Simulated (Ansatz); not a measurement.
Base system: CdS in the wurtzite structure (space group P6_3mc, No. 186; a = 4.197 Å, c = 6.830 Å). Axes: x lies along a and z along c of the hexagonal cell.

It is then changed as follows: biaxial strain +2.11 %, plane normal [001], relaxed out of plane (Cartesian); in-plane vectors clamped, the third vector and the atoms free.

Levels (all Ansatz, an electronic-structure program, PAW, earlier PAW set): PBE (420 eV, no spin-orbit coupling); PBE+SOC (420 eV, spin-orbit coupling included).

The geometry is relaxed with PBE.

PBE valence-band top at Γ: 0.00, -0.07, -0.07 eV
PBE lowest conduction level above the VBM at special points: Γ 1.04 eV; A 2.61 eV; L 3.48 eV; M 3.56 eV
PBE width of the top valence band: 1.51 eV
PBE electron mass: 0.12 mₑ (at Γ)

With PBE+SOC at the same geometry, the valence-band top at Γ (three highest Kramers pairs, from the VBM) becomes 0.00, -0.06, -0.10 eV (PBE: 0.00, -0.07, -0.07 eV); the lowest conduction level above the VBM at special points goes from Γ 1.04 eV; A 2.61 eV; L 3.48 eV; M 3.56 eV to Γ 1.03 eV; A 2.60 eV; L 3.47 eV; M 3.55 eV; the width of the top valence band stays 1.51 eV; the electron mass remains 0.12 mₑ (at Γ).

Single points use the geometry relaxed with PBE. Differences between runs with and without spin-orbit coupling are approximate. The levels and masses belong to the bands next to the band gap. Effective masses come from finite differences of ±0.01 Å⁻¹. Stability against distortions was not tested.
